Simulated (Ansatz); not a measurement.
BeTe (P6₃mc, No. 186, 4 atoms in the cell; start mp-1183441; a measured phase of this formula has another space group) was calculated with HSE06 (plane waves, PAW; Ansatz, a first-principles code).

Numerical settings: plane-wave cutoff 520 eV, 6×6×4 k mesh (along the axes of the cell as run), scalar-relativistic PAW data made under PBE.

Computed at the level's own relaxed cell.

```
BeTe
1.0
    3.96822     0.00000     0.00000
   -1.98411     3.43658     0.00000
    0.00000     0.00000     6.54504
Be Te
2 2
Direct
  0.66667   0.33333   0.50060
  0.33333   0.66667   0.00060
  0.66667   0.33333   0.87440
  0.33333   0.66667   0.37440
```

Question: Give the elastic tensor (Voigt notation, GPa, ions relaxed, in the Cartesian axes of the cell as printed).

Answer: 
```
  123.8    34.2    21.7     0.0     0.0     0.0
   34.2   123.8    21.7     0.0     0.0     0.0
   21.7    21.7   142.5     0.0     0.0     0.0
    0.0     0.0     0.0    36.3     0.0     0.0
    0.0     0.0     0.0     0.0    36.3     0.0
    0.0     0.0     0.0     0.0     0.0    44.8
```

Note: the relaxation could not lower the start's symmetry, so the cell can be a saddle point above a distorted one.

A start named mp-… is a Materials Project structure, which need not be a measured phase.
